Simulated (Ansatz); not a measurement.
**Input and output of a self-consistent single point for Cd (P6_3/mmc, 2 atoms in the cell) (Ansatz, a quantum-chemistry and plane-wave program)**

Method of the run: PBE (plane waves, PAW; Ansatz).

Input:

Ansatz 0.2 input:
```yaml
# Cd
crystal:
  lattice:
    - [1.50192000, -2.60140200, 0.00000000]
    - [1.50192000, 2.60140200, 0.00000000]
    - [0.00000000, 0.00000000, 5.66496000]
  atoms:
    - { symbol: Cd, position: [0.33333333, 0.66666667, 0.25000000] }
    - { symbol: Cd, position: [0.66666667, 0.33333333, 0.75000000] }
kpoints:
  mp_grid: { grid: [13, 13, 6] }
hamiltonian:
  xc: pbe
  pseudopotentials: { kind: paw }
scf:
  occupations: { method: gaussian, width: 0.1 }
output:
  forces: true
  eigenvalues: true
  stress: true
```

The program printed (abridged):

```
WARN basis.ecutwfc = 420 eV, the default
WARN ansatz: RAYON_NUM_THREADS=1 ignored (pool sized by the plan → 1); use --threads N
Pseudopotentials: kind: paw
Pseudopotential: Cd, paw, valence charge 20
Crystal: 2 atoms, lattice volume = 44.267 Å³
Basis set: ecut = 420 eV, 835 PW (Γ), exchange–correlation on 48×48×80 points (8 copies of the dense FFT grid, shifted against one another)
Bands: 24, of which v1, the nominal top of the filled ones, is band 20 counted from 1 (19 counted from 0)
Symmetry: 24 space group operations
Space group: P63/mmc (ITA 194), of the structure as read, at distance tolerance 3.5e-5 Å
k-points: 84 of 1014
Initial density: superposition of atomic densities (neutral atoms: chi_scale 0, normalization atom), corrected by the library's trained network
Initial wavefunctions: pseudopotential atomic-orbital guess
Eigensolver: davidson
Functional: x = pbe(κ = 0.804, μ = 0.2195149727645171), c = pbe(β = 0.06672455060314922)
SCF iter   1: F=—  HF=-16508.910211 eV  |F-HF|=—  |Δ(HF+E_count)|=         —  Δρ=8.06e-4  dr2=2.97e-4  ethr=1.77e-3  ⟨swp⟩=5.6  Hψ=7676  notcnv=0
all-band conjugate gradients solve this SCF's bands
preconditioner: auto → Kerker (q_TF=auto, 2.683 Å⁻¹)
SCF iter   2: F=—  HF=-16508.910760 eV  |F-HF|=—  |Δ(HF+E_count)|=   5.49e-4  Δρ=5.41e-4  dr2=1.46e-4  ethr=7.42e-7  ⟨swp⟩=2.4  Hψ=3890  notcnv=0
SCF iter   3: F=—  HF=-16508.910779 eV  |F-HF|=—  |Δ(HF+E_count)|=   1.86e-5  Δρ=9.51e-5  dr2=5.58e-6  ethr=3.66e-7  ⟨swp⟩=2.6  Hψ=2722  notcnv=0
SCF iter   4: F=—  HF=-16508.910799 eV  |F-HF|=—  |Δ(HF+E_count)|=   1.98e-5  Δρ=5.16e-5  dr2=5.95e-7  ethr=1.39e-8  ⟨swp⟩=2.0  Hψ=3024  notcnv=0
iter 5 did not close the SCF: its close was put off for the readings that it lacked (scf_convergence_deferred on its scf_iter line)
SCF iter   5: F=-16508.910799 eV  HF=-16508.910799 eV  |F-HF|=3.62e-8  |Δ(HF+E_count)|=   1.57e-7  Δρ=1.40e-5  dr2=5.09e-8  ethr=1.49e-9  ⟨swp⟩=2.0  Hψ=3187  notcnv=0
SCF iter   6: F=-16508.910799 eV  HF=-16508.910799 eV  |F-HF|=4.37e-10  |Δ(HF+E_count)|=   5.36e-8  Δρ=2.82e-6  dr2=3.00e-9  ethr=1.27e-10  ⟨swp⟩=2.2  Hψ=6369  notcnv=0
SCF 1 converged in 6 iterations: F = -16508.910799 eV  dr2 = 3.00e-9
SCF converged after 6 iterations
Free energy (F): -16508.910799 eV
Harris-Foulkes:  -16508.910799 eV  (|F-HF|=4.37e-10)
Internal energy: -16508.907619 eV  (E = F + TS)
E sigma→0 (E₀):  -16508.909209 eV
Entropy (-TS):   -0.003180 eV (-1.590 meV/atom)
Fermi energy:    14.259953 eV
--- Per-component energies (eV) ---
  E_band       = -805.771222
  E_kinetic    = 1009.494213
  E_local      = -5959.683999  (includes V_loc(G=0)·N_el)
  E_nonlocal   = 64.059722
  E_hartree    = 2800.573691
  E_xc         = -354.366295
  E_vxc        = -444.502899  (∫ρ·V_xc dr)
  E_paw        = -8163.940203  (= ΣΔE_a)
  E_vpaw       = -1076.288195  (= ΣTr[D̂ρ^β])
  E_aug_tail   = 0.000028  (compensation charges beyond the density's cutoff)
  E_ewald      = -5905.044776
  E_smearing   = -0.003180  (= −TS)
  E_closure    = 0.000000  (closes the sum)
  Σ components = -16508.910799   (vs F -16508.910799, Δ=0.00e0)
--- Forces (eV/Å), atoms counted from 1 ---
  atom   1  Cd    -0.00000000     0.00000000     0.00000000
  atom   2  Cd     0.00000000    -0.00000000     0.00000000
  max |Σ_I F_I| component: 3.70e-17 eV/Å
--- Stress (GPa, compression-positive) ---
        1.592877       0.000000       0.000000
        0.000000       1.592877       0.000000
        0.000000       0.000000       0.878551
  P = ⅓ Tr σ = 1.3548 GPa (13.548 kbar)
  The stress holds the Pulay correction. Without it, at fixed plane waves, as pw.x and ABINIT print it: P = 1.2912 GPa
--- Band table (eV; the first three rows and the last of 84) ---
  k-point 0: bands = ["-88.8310", "-88.8300", "-49.8905", "-49.8734", "-49.8559", "-49.8559", "-49.8541", "-49.8541", "4.4569", "4.7076", "5.0454", "5.0454", "5.0934", "5.0934", "5.5413", "5.5413", "5.5439", "5.7798", "5.7798", "11.1988", "11.3123", [...]
  k-point 1: bands = ["-88.8309", "-88.8301", "-49.8893", "-49.8746", "-49.8558", "-49.8558", "-49.8542", "-49.8542", "4.4736", "4.6910", "5.0441", "5.0441", "5.0867", "5.0867", "5.5619", "5.5619", "5.7071", "5.7674", "5.7674", "9.5478", "13.2296", [...]
  k-point 2: bands = ["-88.8307", "-88.8302", "-49.8862", "-49.8777", "-49.8555", "-49.8555", "-49.8545", "-49.8545", "4.5192", "4.6449", "5.0449", "5.0449", "5.0705", "5.0705", "5.6138", "5.6138", "5.7314", "5.7314", "6.1957", "8.1265", "15.4443", [...]
  k-point 83: bands = ["-88.8265", "-88.8265", "-49.8918", "-49.8918", "-49.8850", "-49.8850", "-49.8752", "-49.8752", "4.8669", "4.8669", "5.0457", "5.0457", "5.2066", "5.2066", "5.3995", "5.3995", "5.7733", "5.7733", "14.3760", "14.3760", [...]
```

The run converged in 6 iterations.

The starting cell has typed, rounded lattice constants, without a prior relaxation at this level. Its lattice was rescaled by a random factor within 2.5 % of one. Ansatz's pressure includes its estimate of the finite-basis (Pulay) stress.
